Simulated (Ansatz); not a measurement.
GaAl₃As₄ (model structure, P-4m2, No. 115, 8 atoms in the cell)

Computed with PBE in Ansatz (plane waves, PAW).

Settings: plane-wave cutoff 520 eV, 8×8×4 k mesh (along the axes of the cell as run), Fermi–Dirac smearing 0.01 eV, scalar-relativistic PAW data made under PBE.

Cell (relaxed at this level):

```xyz
8
Lattice="4.0547 0.0000 0.0000 0.0000 4.0547 0.0000 0.0000 0.0000 11.4600" Properties=species:S:1:pos:R:3 pbc="T T T"
Ga     0.0000     0.0000     0.0000
As     2.0274     0.0000     1.4427
Al     2.0274     2.0274     2.8680
As     0.0000     2.0274     4.2988
Al     0.0000     0.0000     5.7300
As     2.0274     0.0000     7.1612
Al     2.0274     2.0274     8.5920
As     0.0000     2.0274    10.0172
```

| Quantity | Value |
|---|---|
| band gap | 1.27 eV (on the SCF k mesh) |
| bulk modulus | 65.7 GPa |

Note: the bulk modulus is −V dP/dV from two relaxed cells at ±2 % in volume; the relaxation could raise the start's symmetry but not lower it, so the cell can be a saddle point.

Spin–orbit coupling is not included.

Computed values are for the static lattice.

A model structure was made by putting elements into a prototype or built by hand; it is no filed structure, need not be a known phase, and can be a saddle point held by its symmetry.

Ansatz is a first-principles code.
